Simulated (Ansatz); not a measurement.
Functionals compared on SiH3 on the 1x1 (10-10) surface of wurtzite ZnO (cut with top plane O + Zn), one in a 2x1 cell, started at the site 'bridge Zn-Zn (span 3.3 Å)', in Ansatz (plane waves, PAW). The structure was relaxed with PBE; the other rows are single points on it, each with its references at the same level. Cutoff 420 eV (500 eV for r2SCAN). The points keep PBE's geometry, so the relaxation of a polaron and the settling of charge on one site are left out.

Host crystal: wurtzite ZnO, with a band gap (PBE, scalar-relativistic without spin-orbit coupling).

Model: 36-atom slab, 9.4 Å thick at the start under the adsorbate (thin: gaps and levels are the slab's own), 3x4x1 mesh, Fermi-Dirac 0.01 eV, dipole correction, 16 atoms held, the rest relaxed; no symmetry held; spin-polarised, no spin-orbit, no U, no dispersion correction. The starting moment vanished. At the end it is bonded to O. In PBE this state lies 0.05 eV over the lowest of the starts that converged ('top Zn #2'). These notes are the PBE run's. r2SCAN: The program's check for a lower electronic state was not made. Adsorption energies are against SiH4(g) − ½ H2(g). A negative adsorption energy means that the adsorbate is more stable on the surface than in its reference.

```tsv
functional	adsorption energy (eV)	magnetic moment of the cell (μB)	rough cost of the single point
PBE	-0.43	0.00	–
RPBE	-0.20	0.00	around 10 core-minutes (rough)
r2SCAN	-0.44	0.00	roughly 21 core-minutes
```

Ansatz is an electronic-structure program.
